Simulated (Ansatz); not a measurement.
**ZnO with two functionals, O → S**

The reference is ZnO in the wurtzite structure (space group P6_3mc, No. 186; a = 3.2796 Å, c = 5.2933 Å).

(Cell as relaxed with PBE.)

Levels (all Ansatz, a first-principles code, PAW): PBE (420 eV, without spin-orbit coupling); r2SCAN (500 eV, no spin-orbit coupling).

Each level relaxes its own structure.

```
base                      PBE    r2SCAN
-------------------  --------  --------
volume per atom      12.33 Å³  11.81 Å³
lattice parameter a   3.280 Å   3.235 Å
band gap              0.74 eV   1.24 eV
```

One thing is altered: every O is replaced by S; the structure is relaxed again.

```csv
quantity,PBE,r2SCAN
electron mass,"0.16 mₑ along c, 0.18 mₑ across (at Γ)",___
band gap,2.08 eV,___
shift of the gap caused by the change,+1.33 eV,___
lattice parameter a,3.845 Å,___
```

Q: Predict the r2SCAN column.

A: 
- electron mass, r2SCAN: 0.18 mₑ along c, 0.21 mₑ across (at Γ)
- band gap, r2SCAN: 2.78 eV
- shift of the gap caused by the change, r2SCAN: +1.54 eV
- lattice parameter a, r2SCAN: 3.806 Å

PBE's band gap lies 0.70 eV below r2SCAN's; PBE's shift of the gap caused by the change lies 0.21 eV below r2SCAN's; PBE's lattice parameter a lies 0.039 Å above r2SCAN's (1.0 %). Neither level is exact; r2SCAN is the comparison here, not a measurement.

Effective masses come from finite differences of ±0.01 Å⁻¹. Stability against distortions was not tested.
